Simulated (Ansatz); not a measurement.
**How a calculation on SiNi (Pnma, 8 atoms in the cell) responds to its settings**

```
SiNi
1.0
    5.29992     0.00000     0.00000
    0.00000     3.21558     0.00000
    0.00000     0.00000     5.96888
Ni Si
4 4
Direct
  0.50560   0.25000   0.69520
  0.00560   0.25000   0.80480
  0.49440   0.75000   0.30480
  0.99440   0.75000   0.19520
  0.68790   0.25000   0.06960
  0.18790   0.25000   0.43040
  0.31210   0.75000   0.93040
  0.81210   0.75000   0.56960
```
Moments meant for the start (each program seeds them in its own way; μB, in the order of the atoms Ni Ni Ni Ni Si Si Si Si): 2.0 2.0 2.0 2.0 0.0 0.0 0.0 0.0.

Base run A: PBEsol, default PAW files made with PBE (Ansatz, an electronic-structure program), self-consistent single point.

Its settings: basis.ecutwfc = 420 eV; kpoints.mp_grid.grid = 4 7 4; kpoints.mp_grid.shift = 0.5 0.5 0.5; hamiltonian.xc = pbesol; hamiltonian.pseudopotentials = {kind: paw} (the program's default PAW files); magnetization.spin_polarized = true; scf.occupations.method = cold; scf.occupations.width = 0.2 eV.

The starting cell was generated: these elements placed on a structure prototype, without a prior relaxation; it need not be a known phase or ordering of this composition. The starting moments vanished: the run ended non-magnetic, which need not be the lowest state. The program warned that a starting moment was not kept. In the base run, with a pressure of about -11 GPa the cell is away from its equilibrium volume at this level. Ansatz's pressure includes its estimate of the finite-basis (Pulay) stress.

ΔF is the free energy per atom less that of run A. 

Run A gave: pressure (GPa) -10.92; largest force (eV/Å) 0.174; iterations 13.

Runs:
- B: scf.mixing.algorithm, scf.mixing.beta = anderson, 0.02
- C: scf.mixing.algorithm, scf.mixing.beta = anderson, 0.05
- D: scf.mixing.algorithm, scf.mixing.beta = anderson, 0.1
- E: scf.mixing.algorithm, scf.mixing.beta = anderson, 0.2
- F: scf.mixing.algorithm, scf.mixing.beta = anderson, 0.3
- G: scf.mixing.algorithm, scf.mixing.beta = anderson, 0.5
- H: scf.mixing.algorithm, scf.mixing.beta = anderson, 0.7
- I: scf.mixing.algorithm, scf.mixing.beta = anderson, 0.9
- J: scf.mixing.algorithm, scf.mixing.beta = anderson, 1

Q: Which runs reach the base run's state, and which is quickest in iterations?

A: Runs B, C, D, E, F, G, H, I, J ended on the same solution as A (within 1 meV/atom and 0.1 μB a site). The fewest iterations to that state were 13 (A); the most were 34.

```json
[
 {"run": "A", "ΔF (meV/atom)": "0.00", "pressure (GPa)": "-10.92", "largest force (eV/Å)": "0.174", "iterations": "13"},
 {"run": "B", "ΔF (meV/atom)": "0.00", "pressure (GPa)": "-10.92", "largest force (eV/Å)": "0.174", "iterations": "34"},
 {"run": "C", "ΔF (meV/atom)": "0.00", "pressure (GPa)": "-10.92", "largest force (eV/Å)": "0.174", "iterations": "29"},
 {"run": "D", "ΔF (meV/atom)": "0.00", "pressure (GPa)": "-10.92", "largest force (eV/Å)": "0.174", "iterations": "26"},
 {"run": "E", "ΔF (meV/atom)": "0.00", "pressure (GPa)": "-10.92", "largest force (eV/Å)": "0.174", "iterations": "21"},
 {"run": "F", "ΔF (meV/atom)": "0.00", "pressure (GPa)": "-10.92", "largest force (eV/Å)": "0.174", "iterations": "20"},
 {"run": "G", "ΔF (meV/atom)": "0.00", "pressure (GPa)": "-10.92", "largest force (eV/Å)": "0.174", "iterations": "16"},
 {"run": "H", "ΔF (meV/atom)": "0.00", "pressure (GPa)": "-10.92", "largest force (eV/Å)": "0.174", "iterations": "17"},
 {"run": "I", "ΔF (meV/atom)": "0.00", "pressure (GPa)": "-10.92", "largest force (eV/Å)": "0.174", "iterations": "17"},
 {"run": "J", "ΔF (meV/atom)": "0.00", "pressure (GPa)": "-10.92", "largest force (eV/Å)": "0.174", "iterations": "15"}
]
```

Keys are those of Ansatz 0.2.
